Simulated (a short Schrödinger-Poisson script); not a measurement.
**MOS inversion layer, SiO2 on p-type Si(100)**

Stack: MOS inversion layer, SiO2 on p-type Si(100), at 300 K.

| layer | material | thickness (nm) | Na (cm⁻³) |
|---|---|---|---|
| 1 | SiO2 | 2.1 | - |
| 2 | Si | 1500 | 4.1e16 |

Constants are typed, rounded textbook-type inputs, not results; the design itself was drawn at random and stands for no fabricated device. SiO2: permittivity 3.9, conduction-band edge (eV) 3.15, gap (eV) 9, electron mass (mₑ) 0.5. Si: permittivity 11.7, conduction-band edge (eV) 0, gap (eV) 1.124, Nv at 300 K (cm⁻³) 3.1e19.

Channel valleys (confinement mass, in-plane density-of-states mass, number): Δ2 0.916, 0.19, 2; Δ4 0.19, 0.417, 4. At the gate the conduction-band edge of layer 1 lies 3.76 eV − eVg above the Fermi level of the channel; the field vanishes at the back. Gaps are held at their typed values at every temperature. Mesh 0.03 nm at interfaces.

Solved with a short Schrödinger-Poisson script written for these runs: 1D Poisson equation in equilibrium, electrons quantum, Hartree (BenDaniel-Duke, 12 states a valley, the channel's in-plane mass for all, wave functions ending at the dielectric), parabolic valleys, classical holes, full ionisation, no traps, pinning or gate leakage.

| Vg (V) | electrons (cm⁻²) | C (μF/cm²) | Δ2 E0 (meV) | Δ2 E1 (meV) | Δ4 E0 (meV) | Δ4 E1 (meV) |
|---|---|---|---|---|---|---|
| 0.3 | 3.69e6 | 0.0742 | 396.6 | 421.2 | 419.3 | 460.2 |
| 0.4 | 1.31e8 | 0.0695 | 302.8 | 328.8 | 326.7 | 370.0 |
| 0.5 | 4.66e9 | 0.0895 | 209.0 | 236.3 | 234.2 | 279.6 |
| 0.6 | 1.05e11 | 0.438 | 126.5 | 156.1 | 153.8 | 201.9 |
| 0.7 | 5.17e11 | 0.875 | 80.8 | 115.7 | 113.3 | 165.4 |
| 0.8 | 1.12e12 | 1.06 | 56.1 | 97.2 | 94.6 | 150.6 |
| 0.9 | 1.81e12 | 1.15 | 39.4 | 86.4 | 83.7 | 143.0 |
| 1 | 2.55e12 | 1.21 | 26.8 | 79.2 | 76.4 | 138.4 |
| 1.1 | 3.32e12 | 1.25 | 16.4 | 73.9 | 71.0 | 135.4 |
| 1.2 | 4.11e12 | 1.28 | 7.6 | 69.7 | 66.8 | 133.1 |
| 1.3 | 4.92e12 | 1.30 | -0.1 | 66.3 | 63.3 | 131.4 |
| 1.4 | 5.74e12 | 1.32 | -7.2 | 63.3 | 60.4 | 130.1 |
| 1.5 | 6.57e12 | 1.34 | -13.6 | 60.8 | 57.8 | 129.0 |
| 1.6 | 7.41e12 | 1.35 | -19.7 | 58.5 | 55.5 | 128.0 |
| 1.7 | 8.25e12 | 1.36 | -25.4 | 56.4 | 53.4 | 127.2 |
| 1.8 | 9.10e12 | 1.37 | -30.9 | 54.5 | 51.5 | 126.5 |
| 1.9 | 9.96e12 | 1.37 | -36.2 | 52.7 | 49.7 | 125.8 |
| 2 | 1.08e13 | 1.38 | -41.3 | 51.0 | 47.9 | 125.2 |
| 2.1 | 1.17e13 | 1.39 | -46.3 | 49.4 | 46.3 | 124.7 |
| 2.2 | 1.25e13 | 1.39 | -51.1 | 47.8 | 44.7 | 124.2 |

Gate voltages with under 1e6 electrons/cm² are left out.

Subbands count from the Fermi level.
